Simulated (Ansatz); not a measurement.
Effective masses and thermopower of Na3OBr (Pm-3m)

Consider the following.

```yaml
crystal:
  lattice:
    - [4.54226, 0.00000, 0.00000]
    - [0.00000, 4.54226, 0.00000]
    - [0.00000, 0.00000, 4.54226]
  atoms:
    - { symbol: Na, position: [0.00000, 0.50000, 0.50000] }
    - { symbol: Na, position: [0.50000, 0.00000, 0.50000] }
    - { symbol: Na, position: [0.50000, 0.50000, 0.00000] }
    - { symbol: Br, position: [0.00000, 0.00000, 0.00000] }
    - { symbol: O, position: [0.50000, 0.50000, 0.50000] }
```

All values below come from PBEsol, rigid bands (plane waves, PAW, scalar-relativistic; Ansatz, a first-principles code). How the cell was made: cell and atoms relaxed with PBEsol.

- band gap: 1.94 eV
- electron conductivity mass (300 K, dilute): 0.31 mₑ
- effective density of states N_c (300 K): 4.3e18 cm⁻³
- density-of-states mass, electrons: 0.31 mₑ
- Seebeck coefficient, n-type 1e19 cm⁻³, 300 K: -156 μV/K
- best n-type power factor at 300 K for τ = 10 fs (best axis; densities from 1e16 to 1e21 cm⁻³ tried, whether or not they can be reached): 2.2 μW/(cm·K²) at 1e19 cm⁻³

Rigid bands; masses and Seebeck coefficients take one relaxation time τ for all states and one kind of carrier; polarons and phonon drag are left out. Spin-orbit coupling is left out.

Computed structure with no diffraction record at hand here (it may be known, metastable or hypothetical): Na3OBr (Pm-3m).
